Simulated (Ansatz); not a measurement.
The reference is PtSb in the NiAs type structure (space group P6_3/mmc, No. 194; a = 4.169 Å, c = 5.473 Å).

Levels (all Ansatz, a first-principles code, PAW): PBEsol (420 eV, no spin-orbit coupling); PBEsol+SOC (420 eV, noncollinear with spin-orbit coupling).

The geometry is relaxed with PBEsol.

| Item | Value |
|---|---|
| PBEsol pressure | 0.0 GPa |

**Question.** What does PBEsol+SOC give at this geometry for the pressure?

**Answer.** The pressure goes from zero to -0.2 GPa.

Single points use the geometry relaxed with PBEsol. The spin-orbit shifts are approximate. No phonon test of stability was made. The runs without spin-orbit coupling are not spin-polarised.
